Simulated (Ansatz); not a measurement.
The parent structure is Zn in the hcp (Mg type) structure (space group P6_3/mmc, No. 194; a = 2.6129 Å, c = 4.7815 Å; relaxed with 0.1 eV smearing).

Calculations: PBEsol (Ansatz, a program for electronic structure; PAW; 420 eV plane waves; no spin-orbit coupling).

Strains are applied to the cell and any free atomic positions relax.

One change was made to it. Results:

The energy rises by 26 meV/atom; the pressure (mean of the normal stresses, compression positive) goes from zero to 8.6 GPa.

Question: Which change produced these results?
A. isotropic strain −2.50 %
B. isotropic strain +1.00 %
C. isotropic strain −1.50 %
D. isotropic strain −1.00 %

Answer: A, isotropic strain −2.50 %. For comparison, the energy relative to the base in the other runs: isotropic strain −1.50 % gives +8.8 meV/atom; isotropic strain +1.00 % gives +3.5 meV/atom; isotropic strain −1.00 % gives +3.8 meV/atom.

Stability against distortions was not tested.
